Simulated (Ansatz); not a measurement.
L1₂ (Cu3Au-type) Pt3Ti was calculated with PBEsol in Ansatz (PAW).

Run with plane-wave cutoff 520 eV, 12×12×12 k mesh, Fermi–Dirac smearing 0.1 eV, perturbation theory, force constants from a 4×4×4 q mesh, no spin polarisation, scalar-relativistic PAW data made under PBE.

Computed at the level's own relaxed cell.

```yaml
crystal:
  lattice:
    - [3.89954, 0.00000, 0.00000]
    - [0.00000, 3.89954, 0.00000]
    - [0.00000, 0.00000, 3.89954]
  atoms:
    - { symbol: Ti, position: [0.00000, 0.00000, 0.00000] }
    - { symbol: Pt, position: [0.00000, 0.50000, 0.50000] }
    - { symbol: Pt, position: [0.50000, 0.00000, 0.50000] }
    - { symbol: Pt, position: [0.50000, 0.50000, 0.00000] }
```

Harmonic phonon frequencies (cm⁻¹; i marks an imaginary mode):

| q point | frequencies |
|---|---|
| Γ | 0 0 0 108 108 108 164 164 164 179 179 179 |
| R | 69 69 69 117 117 134 134 134 178 178 178 212 |

No imaginary mode appears at these points.

Ansatz is a program for electronic structure.
